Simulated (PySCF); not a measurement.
PySCF 2.14.0, HF/def2-svpd, df: Mo(OH)2(H)4 ([OH][MoH4][OH]), 9 atoms. The geometry is a generated start, not checked to be a minimum at this level.

```yaml
task: energy
method: hf
basis: def2-svpd
two_electron_scheme: density fitting
mol.max_memory: 3000 MB
mf.max_cycle: 100
mf.init_guess: minao (default)
mf.DIIS: CDIIS (default)
mf.diis_space: 8 (default)
mf.conv_tol: 1e-09 (default)
effective_core_potentials: those of the basis set, past Kr
basis_functions: 128
```

```xyz
9

Mo     0.0139    -0.1705    -0.2287
O      0.8531     1.3063     0.1716
H      1.4254     2.0720     0.2788
O     -0.9758    -0.2493     1.2029
H     -1.5971    -0.4172     1.9204
H     -0.6834    -1.6205    -0.6980
H     -1.1260     0.4286    -1.2124
H      1.2062    -1.1678     0.2257
H      0.8837    -0.1816    -1.6603
```

Charge 0 and multiplicity 1 are set for this test and not shown to be the ground state.

One run each on 2 threads, 1 BLAS thread. Values of level_shift (Hartree) tried: 0 (default), 0.1, 0.3, 1.

Task: How does the count of Fock builds change with level_shift (Hartree), and where is it least?

Result: Fewest Fock builds, within one of each other: 0 (default) with 15, 0.1 with 16. The count rises to 31 at 1. All converge to one solution.

```csv
level_shift (Hartree),Fock builds,end
0 (default),15,same solution
0.1,16,same solution
0.3,18,same solution
1,31,same solution
```
